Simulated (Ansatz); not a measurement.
**ScB2 (model structure, started from the MoSi2 type, I4/mmm, No. 139, 3 atoms in the cell): lattice parameter a by level of theory**

No measured value is used here.

```
level (code)     value (Å)
---------------  ---------
LDA (Ansatz)         2.629
PBE (Ansatz)         2.691
PBEsol (Ansatz)      2.660
r²SCAN (Ansatz)      2.687
```

The crystal itself was run without spin with LDA, PBE, PBEsol, r²SCAN; a magnetic state was not tried in these runs. Cutoffs differ between the levels. Ansatz's density-functional and Hartree–Fock values are scalar-relativistic unless marked +SOC, with PAW data made under PBE.

A model structure was made by putting elements into a prototype or built by hand; it is no filed structure, need not be a known phase, and can be a saddle point held by its symmetry.

Ansatz is a first-principles code.
